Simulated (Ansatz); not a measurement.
For cubic perovskite CsHgBr₃ (idealised or unconfirmed structure), PBEsol+SOC (Ansatz, a first-principles code, plane waves, PAW) gives:

| Item | Result |
|---|---|
| lattice constant a | 5.526 Å |
| bulk modulus | 29.0 GPa |

### Question
What does HSE06 (Ansatz, plane waves, PAW) give for the same quantities?

### Answer

- lattice constant a: 5.616 Å (rises by 1.6 %)
- bulk modulus: 26.5 GPa (decreases by 8.6 %)

Changes are worked out from the printed values.

Unless a cell is named, each level is at its own relaxed cell (PBEsol+SOC 33.76, HSE06 35.42 Å³/atom).

Levels without +SOC leave out spin–orbit coupling, which shifts energies and cells of such heavy elements.

Caveats: the relaxation could not lower the start's symmetry, so the cell can be a saddle point above a distorted one (PBEsol+SOC, HSE06). Ansatz's density-functional and Hartree–Fock values are scalar-relativistic unless marked +SOC, with PAW data made under PBE.
